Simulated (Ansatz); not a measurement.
HfO2, response to strain

Consider HfO2 in the fluorite structure (space group Fm-3m, No. 225; a = 5.058 Å). Axes: x, y, z lie along the cube axes.

Strains are applied to the cell and any free atomic positions relax; under biaxial strain the out-of-plane vector relaxes too.

Computed with Ansatz (a program for electronic structure), r2SCAN, PAW, cutoff 500 eV, no SOC.

Notes on the quantities. pressure: mean of the normal stresses, compression positive; energy relative to the base: free energy F.

```tsv
case	gap character	band gap	pressure	space group	energy relative to the base
base	direct at X	4.30 eV	0.00 GPa	Fm-3m (No. 225)	0 meV/atom
biaxial strain −0.55 %, plane normal [001], relaxed out of plane	direct at X	4.30 eV	2.50 GPa	I4/mmm (No. 139)	+1.4 meV/atom
biaxial strain +1.57 %, plane normal [001], relaxed out of plane	direct at M	4.07 eV	-6.62 GPa	I4/mmm (No. 139)	+11 meV/atom
isotropic strain −1.98 %	direct at X	4.46 eV	18.41 GPa	Fm-3m (No. 225)	+34 meV/atom
isotropic strain −1.37 %	direct at X	4.41 eV	12.22 GPa	Fm-3m (No. 225)	+16 meV/atom
isotropic strain −0.69 %	direct at X	4.36 eV	5.88 GPa	Fm-3m (No. 225)	+4.0 meV/atom
isotropic strain +0.81 %	direct at X	4.24 eV	-6.23 GPa	Fm-3m (No. 225)	+5.2 meV/atom
uniaxial strain ε_zz = +4.03 %	indirect, X → Γ	3.88 eV	-9.79 GPa	I4/mmm (No. 139)	+31 meV/atom
tensor shear ε_xz = −0.71 %	direct at X	4.30 eV	0.03 GPa	Immm (No. 71)	+0.5 meV/atom
tensor shear ε_xz = +3.77 %	direct at X	4.31 eV	0.85 GPa	Immm (No. 71)	+15 meV/atom
```

Spin-orbit coupling, missing from the scalar runs, can matter with Hf. Stability against distortions was not tested. This is not the structure that HfO2 has at room temperature and ambient pressure. Labels are those of the standard path for the cell's own space group.
